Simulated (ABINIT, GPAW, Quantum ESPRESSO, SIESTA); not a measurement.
## Code comparison for Al2Pd (Fm-3m, 3 atoms in the cell)

Self-consistent single point.

```yaml
crystal:
  lattice:
    - [0.00000, 2.94954, 2.94954]
    - [2.94954, 0.00000, 2.94954]
    - [2.94954, 2.94954, 0.00000]
  atoms:
    - { symbol: Al, position: [0.25000, 0.25000, 0.25000] }
    - { symbol: Al, position: [0.75000, 0.75000, 0.75000] }
    - { symbol: Pd, position: [0.00000, 0.00000, 0.00000] }
```

Shared settings, as Quantum ESPRESSO writes them: occupations = smearing; smearing = gauss; degauss = 0.0099958 Ry; K_POINTS = automatic 3 3 3 0 0 0. Potentials and cutoffs stand in the table.

```
code                                                                                                                                      model  pressure (GPa)       cutoff
----------------  -----------------------------------------------------------------------------------------------------------------------------  --------------  -----------
GPAW                                                                                      PBEsol, GPAW PAW datasets PBEsol (made by gpaw-setup)           -0.82       600 eV
SIESTA            GGA PBEsol, numerical atomic orbitals DZP, PseudoDojo PBEsol standard norm-conserving potentials (rewritten from UPF to PSML)           -0.52  grid 350 Ry
ABINIT                                                                                       PBEsol, PAW (JTH v2.0 PBE PAW, files made for PBE)           -0.82        24 Ha
Quantum ESPRESSO                                                          PBEsol, PseudoDojo standard norm-conserving (PBESOL) pseudopotentials           -1.16        85 Ry
```

On GPAW's run: spin polarisation is off.

The spread over the programs that give each value: pressure within 0.64 GPa.

SIESTA uses small atom-centred bases, whose incompleteness enters pressures, forces and empty levels differently from a plane-wave cutoff.

On the base mesh (7 7 7 0 0 0) the same programs gave: Quantum ESPRESSO pressure -0.65 GPa; ABINIT pressure -0.31 GPa; GPAW pressure -0.31 GPa; SIESTA pressure 0.02 GPa.

The values differ from the base mesh's, so the mesh still matters here: the table compares the programs at equal settings.

The starting cell comes from a database of computed structures (which also holds hypothetical and non-ambient phases and stackings), without a prior relaxation at this level.

Left out of this page: CP2K (on another mesh); Elk and FLEUR (not drawn, or without a comparable value).
